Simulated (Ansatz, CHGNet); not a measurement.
For AlB2-type MgB2, the machine-learned potential CHGNet-r²SCAN (trained on r²SCAN data) gives:

| Quantity | Result |
|---|---|
| lattice parameter a | 3.062 Å |
| c axis length | 3.523 Å |

Problem. What does PBE0 (plane waves, PAW; Ansatz, a quantum-chemistry and plane-wave program) give for the same quantities?

Solution. 
- lattice constant a: 3.072 Å (rises by 0.3 %)
- lattice parameter c: 3.490 Å (drops by 0.9 %)

For comparison: lattice constant a 3.083 Å (measured, 300 K, no zero-point or thermal correction; as tabulated in Loa et al. (2002), arXiv:cond-mat/0206051); lattice parameter c 3.521 Å (measured, 300 K, not corrected to a static lattice; as tabulated in Loa et al. (2002), arXiv:cond-mat/0206051).

Changes are worked out from the printed values.

Unless a cell is named, each level is at its own relaxed cell (CHGNet-r²SCAN 9.53, PBE0 9.51 Å³/atom).

Ansatz's density-functional and Hartree–Fock values are scalar-relativistic unless marked +SOC, with PAW data made under PBE.
